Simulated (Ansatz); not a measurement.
BP: response to strain

The reference is BP in the zinc blende structure (space group F-43m, No. 216; a = 4.537 Å). Axes: x, y, z lie along the cube axes.

Strains are applied to the cell and any free atomic positions relax; under biaxial strain the out-of-plane vector relaxes too.

All numbers come from Ansatz (a first-principles code), r2SCAN, PAW, cutoff 500 eV, without spin-orbit coupling.

```json
[
 {"biaxial strain, plane normal [111], relaxed out of plane (%)": "0", "out-of-plane strain (%)": "0.00"},
 {"biaxial strain, plane normal [111], relaxed out of plane (%)": "0.42", "out-of-plane strain (%)": "-0.07"},
 {"biaxial strain, plane normal [111], relaxed out of plane (%)": "0.83", "out-of-plane strain (%)": "-0.14"},
 {"biaxial strain, plane normal [111], relaxed out of plane (%)": "1.25", "out-of-plane strain (%)": "?"},
 {"biaxial strain, plane normal [111], relaxed out of plane (%)": "1.67", "out-of-plane strain (%)": "-0.28"},
 {"biaxial strain, plane normal [111], relaxed out of plane (%)": "2.08", "out-of-plane strain (%)": "-0.35"},
 {"biaxial strain, plane normal [111], relaxed out of plane (%)": "2.5", "out-of-plane strain (%)": "-0.41"}
]
```

Task: Fit ε⊥ = −νε + γε² (strains in %) to the rows shown and predict the withheld row.

Result: Least squares on the printed values gives ν = 0.17 (the biaxial Poisson response) and γ = 0.003 (largest residual 0.00 %); this predicts -0.21 %, and the run gives -0.21 %, in agreement.

No phonon test of stability was made.
